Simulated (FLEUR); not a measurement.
Worked example: self-consistent single point of YMg3 (P-6m2, 4 atoms in the cell) in FLEUR.

Method of the run: PBEsol, all-electron FLAPW (FLEUR), scalar-relativistic valence.

```
YMg3
1.0
    3.30799     0.00000     0.00000
   -1.65400     2.86480     0.00000
    0.00000     0.00000    10.93229
Y Mg
1 3
Cartesian
  1.65400   0.95493   5.46615
  1.65400   0.95493   0.00000
  0.00000   1.90987   2.64693
  0.00000   1.90987   8.28536
```

Reference input (self-consistent single point, DFT, LDA (Vosko-Wilk-Nusair), all-electron FLAPW (FLEUR), scalar-relativistic valence): Kmax = 3.8 1/bohr; GmaxXC = 11.4 1/bohr; xcFunctional = vwn; jspins = 1; l_soc = F; mode = gauss; fermiSmearingEnergy = 0.00367493 Htr; mesh (inpgen div1-3) = 12 12 4; inpgen gamma flag = true; Gmax = 11.4 1/bohr; numbands = 0; maxIterBroyd = 99. This run's input differs from it in these lines:

```diff
@@ -16,3 +16,3 @@
 &comp jspins=1 /
-&exco xctyp='vwn' /
+&exco xctyp='PBEs' /
 &kpt div1=12 div2=12 div3=4 gamma=t /
@@ -29,3 +29,3 @@
       <coreElectrons ctail="T" frcor="F" kcrel="0" coretail_lmax="0"/>
-      <xcFunctional name="vwn" relativisticCorrections="F"/>
+      <xcFunctional name="PBEs" relativisticCorrections="F"/>
       <magnetism jspins="1"/>
```

The program printed (abridged):

```
 Iteration:     1   Distance:       4.58124173 me/bohr^3
 Iteration:     2   Distance:       2.65413258 me/bohr^3
 Iteration:     3   Distance:       2.38204118 me/bohr^3
 Iteration:     4   Distance:       1.21174005 me/bohr^3
 Iteration:     5   Distance:       0.89000608 me/bohr^3
   [... 8 lines left out ...]
 Iteration:    14   Distance:       0.00026879 me/bohr^3
 Iteration:    15   Distance:       0.00012958 me/bohr^3
 Iteration:    16   Distance:       0.00002345 me/bohr^3
 Iteration:    17   Distance:       0.00000366 me/bohr^3
 Reset of history
 Run finished successfully
 Stop message:
   Structural relaxation: new displacements generated

[file out, last iteration]
             iter=     18
[...]
          total density-effective poten   -6.4097303286E+03
          total charge density-energy d   -1.5569965997E+02
 Updated energy parameters for spin:           1
[...]
 fermi energy and band-weighting factors:

[...]
FERMIE:
          first approx. to ef    (T=0)  :   0.164705 htr   (energy of the highest occ. eigenvalue)
          number of occ. states  (T=0)  :       1180
          first approx. to seigv (T=0)  : -46.860640 htr
          sum of weights of occ. states :  20.519097
          sum of semicore charge        :   0.000000 e
          fermi energy=   0.16390 har   work function=  -4.45984 ev
          number of valence electrons=  41.00000
   [... lines left out ...]
          total moment                 =     0.00000
 Direct bandgap for spin            1 :    3.2701521383624865E-003  Htr
 ---->    free energy=                     -3983.4515962581 htr
   [... lines left out ...]
 TOTAL FORCE FOR ATOM TYPE=  1  X= -3.126   Y=  1.805   Z= 10.330
                       FX_TOT= 0.000000 FY_TOT= 0.000000 FZ_TOT= 0.000000
 TOTAL FORCE FOR ATOM TYPE=  2  X= -3.126   Y=  1.805   Z=  0.000
                       FX_TOT= 0.000000 FY_TOT= 0.000000 FZ_TOT= 0.000000
 TOTAL FORCE FOR ATOM TYPE=  3  X=  3.126   Y= -1.805   Z=  5.002
                       FX_TOT= 0.000000 FY_TOT= 0.000000 FZ_TOT=-0.001291
```

The run converged in 17 iterations. FLEUR gives forces in its relaxation mode, with a further iteration, so its stop message speaks of a relaxation. 

The starting cell comes from a database of computed structures (which also holds hypothetical and non-ambient phases and stackings), without a prior relaxation at this level. Values depend on the basis (sphere radii, cutoffs, local orbitals), which need not be converged. The log's line on a gap gives a spacing of levels on this mesh, which the program prints for metals too.

Cost on one core of a shared machine: roughly 5 min.
